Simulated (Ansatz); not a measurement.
A self-consistent single point of LaNiSn2 (Cmcm, 8 atoms in the cell) with Ansatz (a program for electronic structure).

Method of the run: PBEsol, PAW files made with PBE (plane waves; Ansatz).

```xyz
8
Lattice="2.2664 -9.1405 0.0000 2.2664 9.1405 0.0000 0.0000 0.0000 4.5508" Properties=species:S:1:pos:R:3 pbc="T T T"
La     2.2663    -7.1342     3.4131
La     2.2664     7.1342     1.1377
Ni     2.2664    -3.3445     3.4131
Ni     2.2664     3.3445     1.1377
Sn     2.2664    -0.8620     3.4131
Sn     2.2664     0.8620     1.1377
Sn     2.2664     4.5598     3.4131
Sn     2.2664    -4.5598     1.1377
```

Reference input (self-consistent single point, DFT, PBEsol, plane waves, PAW files made with PBE): kpoints.mp_grid.grid = 5 5 5; hamiltonian.xc = pbesol; hamiltonian.pseudopotentials = {kind: paw} (the program's default PAW files); scf.occupations.method = fermi_dirac; scf.occupations.width = 0.0073 Ry. This run's input differs from it in these lines:

Ansatz 0.2 input:
```diff
@@ -15,2 +15,4 @@
     - { symbol: Sn, position: [0.749430, 0.250570, 0.250000] }
+basis:
+  ecutrho_ratio: 2
 kpoints:
```

Output, abridged:

```
SCF iter   1: F=—  HF=-47740.663640 eV  |F-HF|=—  |Δ(HF+E_count)|=         —  Δρ=5.22e-2  dr2=1.08e1  ethr=3.10e-3  ⟨swp⟩=6.0  Hψ=6812  notcnv=0
all-band conjugate gradients solve this SCF's bands
preconditioner: auto → Kerker (q_TF=auto, 2.509 Å⁻¹)
SCF iter   2: F=—  HF=-47738.826973 eV  |F-HF|=—  |Δ(HF+E_count)|=    1.84e0  Δρ=2.54e-2  dr2=3.51e0  ethr=3.10e-3  ⟨swp⟩=3.2  Hψ=3713  notcnv=0
   [... lines left out ...]
SCF iter   8: F=—  HF=-47737.929048 eV  |F-HF|=—  |Δ(HF+E_count)|=   6.89e-5  Δρ=8.71e-5  dr2=3.00e-5  ethr=3.17e-7  ⟨swp⟩=2.9  Hψ=3609  notcnv=0
SCF iter   9: F=—  HF=-47737.929049 eV  |F-HF|=—  |Δ(HF+E_count)|=   1.62e-6  Δρ=2.48e-5  dr2=2.64e-6  ethr=2.63e-8  ⟨swp⟩=2.1  Hψ=2405  notcnv=0
SCF iter  10: F=—  HF=-47737.929049 eV  |F-HF|=—  |Δ(HF+E_count)|=   5.60e-7  Δρ=1.41e-5  dr2=5.43e-7  ethr=2.31e-9  ⟨swp⟩=2.1  Hψ=3214  notcnv=0
SCF iter  11: F=-47737.929049 eV  HF=-47737.929049 eV  |F-HF|=5.21e-8  |Δ(HF+E_count)|=   1.33e-7  Δρ=4.53e-6  dr2=4.94e-8  ethr=8.77e-11  ⟨swp⟩=9.4  Hψ=12393  notcnv=0
SCF 1 converged in 11 iterations: F = -47737.929049 eV  dr2 = 4.94e-8
Free energy (F): -47737.929049 eV
Internal energy: -47737.815432 eV  (E = F + TS)
E sigma→0 (E₀):  -47737.872240 eV
Entropy (-TS):   -0.113617 eV (-14.202 meV/atom)
Fermi energy:    12.553940 eV
--- Forces (eV/Å), atoms counted from 1 ---
  atom   1  La     0.00000000     0.06735736     0.00000000
  atom   2  La     0.00000000    -0.06735736     0.00000000
  atom   3  Ni     0.00000000     0.01909666     0.00000000
  atom   4  Ni     0.00000000    -0.01909666     0.00000000
  atom   5  Sn     0.00000000    -0.05064651     0.00000000
  atom   6  Sn     0.00000000     0.05064651     0.00000000
  atom   7  Sn     0.00000000     0.03029722     0.00000000
  atom   8  Sn     0.00000000    -0.03029722     0.00000000
--- Stress (GPa, compression-positive) ---
   [... lines left out ...]
        0.000000       0.000000      -1.834691
  P = ⅓ Tr σ = -2.3015 GPa (-23.015 kbar)
  The stress holds the Pulay correction, which leaves out the density cutoff's part. Without it, at fixed plane waves, as pw.x and ABINIT print it …
settings of this run that can trade accuracy for cost: basis.ecutrho_ratio < 4. Do not mix this run's numbers with those of runs without the same settings …
```

The run converged in 11 iterations. Against the reference run the free energy goes down by 3.0 meV/atom, the pressure goes from -2.46 to -2.30 GPa and the largest force stays at 0.067 eV/Å. The full log also holds: “WARN basis.ecutrho_ratio = 2 (ecutrho = 840 eV) is below the records' recommended cutoff”.

The starting cell comes from a database of computed structures (which also holds hypothetical and non-ambient phases and stackings), without a prior relaxation at this level. Spin polarisation is off. Ansatz's pressure includes its estimate of the finite-basis (Pulay) stress. The cutoff lies below the one recommended for these files.

Cost on one core of a shared machine: roughly 30 s.
